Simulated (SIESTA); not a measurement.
Band structure of Mg6SiB (Amm2, 8 atoms in the cell).

```yaml
crystal:
  lattice:
    - [3.98486, 0.00000, 0.00000]
    - [0.00000, 4.08367, 4.34798]
    - [0.00000, -4.08367, 4.34798]
  atoms:
    - { symbol: Mg, position: [0.00000, 0.61016, 0.11372] }
    - { symbol: Mg, position: [0.00000, 0.11372, 0.61016] }
    - { symbol: Mg, position: [0.50000, 0.94244, 0.29288] }
    - { symbol: Mg, position: [0.50000, 0.29288, 0.94244] }
    - { symbol: Mg, position: [0.50000, 0.80677, 0.80677] }
    - { symbol: Mg, position: [0.50000, 0.40648, 0.40648] }
    - { symbol: Si, position: [0.00000, 0.61273, 0.61273] }
    - { symbol: B, position: [0.00000, 0.21484, 0.21484] }
```

Method of the run: LDA PW92, numerical atomic orbitals TZP, PseudoDojo LDA standard norm-conserving potentials (rewritten from UPF to PSML) (SIESTA).

Settings: XC.functional = LDA; XC.authors = PW92; potentials = PseudoDojo LDA standard; PAO.BasisSize = TZP; PAO.EnergyShift = 0.005 Ry; MeshCutoff = 400 Ry; kgrid.MonkhorstPack = 5 4 4; OccupationFunction = FD; ElectronicTemperature = 0.136 eV; MaxSCFIterations = 150; SCF.Mixer.Method = Pulay; SCF.Mixer.Weight = 0.2; SCF.Mixer.History = 6; SCF.DM.Tolerance = 1.0E-04.

The starting cell comes from a database of computed structures (which also holds hypothetical and non-ambient phases and stackings), without a prior relaxation at this level. Its lattice was rescaled by a random factor within 2.5 % of one. Values carry the incompleteness of an atom-centred basis.

Levels in eV from the Fermi level, bands 30 to 35:
```csv
point,30,31,32,33,34,35
Γ,-2.10,-1.34,-1.18,-0.95,0.31,0.52
X,-0.52,-0.52,-0.26,-0.19,1.00,1.16
S,-3.04,-0.79,-0.40,-0.20,0.62,1.38
R,-2.67,-2.07,-1.82,-1.22,-1.13,-0.25
A,-3.87,-3.55,-3.30,0.24,0.47,1.64
Z,-2.76,-1.88,-1.60,-1.49,-0.99,-0.19
Y,-0.51,-0.51,-0.26,-0.19,1.10,1.17
X1,-0.52,-0.52,-0.26,-0.19,1.00,1.16
A1,-3.87,-3.55,-3.30,0.24,0.47,1.64
T,-3.94,-3.49,-3.42,0.35,0.41,1.66
```

Bands cross the Fermi level along this path, so the cell is metallic at this level.

Higher empty bands are left out: an atom-centred basis made for the valence describes them poorly.
